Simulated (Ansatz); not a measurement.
# Mg₃Sb₂ (space group P-3m1, No. 164)

```
Mg3Sb2
1.0
    4.59592     0.00000     0.00000
   -2.29796     3.98018     0.00000
    0.00000     0.00000     7.27158
Sb Mg
2 3
Direct
  0.33333   0.66667   0.22580
  0.66667   0.33333   0.77420
  0.00000   0.00000   0.00000
  0.33333   0.66667   0.63237
  0.66667   0.33333   0.36763
```

Computed with Ansatz (a program for electronic structure) PBE, no spin-orbit coupling. k-mesh 12×12×7 (Γ-centred); smearing 0.05 eV (Fermi–Dirac).

- Volume per atom = 26.60 Å³
- Density = 3.95 g/cm³
- Band gap = 0.15 eV, indirect, Γ → k = (0, 0.417, 0.286) in the run's primitive reciprocal basis
- Hole mass = 0.061 mₑ along c, 1.1 mₑ across
- Total energy = -3748.456 eV/atom (σ→0; compares only within this code and set-up)

With Sb present, leaving out spin-orbit coupling can change the band edges. Masses are band curvatures over ±0.01 Å⁻¹ around the edge. Stability against distortions was not tested. The zero or small gap of Mg3Sb2 can change with the level of theory.
